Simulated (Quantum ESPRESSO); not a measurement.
Worked example: self-consistent single point of BaNi2P4 (Immm, 7 atoms in the cell) in Quantum ESPRESSO.

Level of theory: PBEsol, PSlibrary PAW (PBE) pseudopotentials (plane waves; Quantum ESPRESSO).

```
Ba(NiP2)2
1.0
    2.91785     3.19687     3.30496
   -2.91785     3.19687     3.30496
   -2.91785    -3.19687     3.30496
Ba Ni P
1 2 4
Direct
  0.00000   0.00000   0.00000
  0.76982   0.73018   0.50000
  0.23018   0.26982   0.50000
  0.50000   0.75079   0.74921
  0.50000   0.24921   0.25079
  0.73866   0.50000   0.23866
  0.26134   0.50000   0.76134
```

Reference input (self-consistent single point, DFT, PBEsol, plane waves, PSlibrary PAW (PBE) pseudopotentials): ecutwfc = 50 Ry; ecutrho = 300 Ry; occupations = smearing; smearing = fermi-dirac; degauss = 0.0099958 Ry; input_dft = pbesol; K_POINTS = automatic 4 4 4 0 0 0; conv_thr = 1e-10 Ry; mixing_beta = 0.7. This run's input differs from it in these lines:

```diff
@@ -19,3 +19,3 @@
    smearing = 'fermi-dirac'
-   degauss = 0.0099958
+   degauss = 0.002205
    input_dft = 'pbesol'
@@ -39,3 +39,3 @@
 K_POINTS {automatic}
-4 4 4  0 0 0
+6 6 6  0 0 0
```

Log, with long lists cut:

```
     Self-consistent Calculation

     iteration #  1     ecut=    50.00 Ry     beta= 0.70

     total energy              =   -1013.15001731 Ry
     estimated scf accuracy    <       1.16629123 Ry

     iteration #  2     ecut=    50.00 Ry     beta= 0.70

     total energy              =   -1008.55525544 Ry
     estimated scf accuracy    <      79.10611858 Ry

     iteration #  3     ecut=    50.00 Ry     beta= 0.70

     total energy              =   -1014.02937193 Ry
     estimated scf accuracy    <       0.08760800 Ry

   [... 11 blocks of this kind left out ...]

     iteration # 15     ecut=    50.00 Ry     beta= 0.70

     total energy              =   -1014.04326465 Ry
     estimated scf accuracy    <          1.7E-10 Ry

     iteration # 16     ecut=    50.00 Ry     beta= 0.70
     End of self-consistent calculation

     the Fermi energy is    10.3315 ev

!    total energy              =   -1014.04326465 Ry
     estimated scf accuracy    <          1.8E-11 Ry
     smearing contrib. (-TS)   =      -0.00029723 Ry
     internal energy E=F+TS    =   -1014.04296741 Ry

     convergence has been achieved in  16 iterations

     Forces acting on atoms (cartesian axes, Ry/au):

     atom    1 type  1   force =     0.00000000   -0.00000000    0.00000000
     atom    2 type  2   force =     0.00051340   -0.00000000    0.00000000
     atom    3 type  2   force =    -0.00051340    0.00000000    0.00000000
     atom    4 type  3   force =     0.00000000    0.00712690    0.00000000
     atom    5 type  3   force =    -0.00000000   -0.00712690   -0.00000000
   [... lines left out ...]

     Total force =     0.011226     Total SCF correction =     0.000009

          total   stress  (Ry/bohr**3)                   (kbar)     P=      -24.49
  -0.00022149   0.00000000  -0.00000000          -32.58        0.00       -0.00
   0.00000000  -0.00014770   0.00000000            0.00      -21.73        0.00
  -0.00000000   0.00000000  -0.00013018           -0.00        0.00      -19.15

   JOB DONE.
```

The run converged in 16 iterations. Against the reference run the free energy rises by 11.5 meV/atom, the pressure stays near -2.45 GPa while the zz stress (positive for compression) goes from -2.35 to -1.92 GPa and the largest force goes from 0.193 to 0.183 eV/Å. The full log also holds: “c_bands:  1 eigenvalues not converged”.

The starting cell comes from a database of computed structures (which also holds hypothetical and non-ambient phases and stackings), without a prior relaxation at this level. Spin polarisation is off, so a magnetic state, if there is one, cannot be reached.

Cost on one core of a shared machine: roughly 7 min.
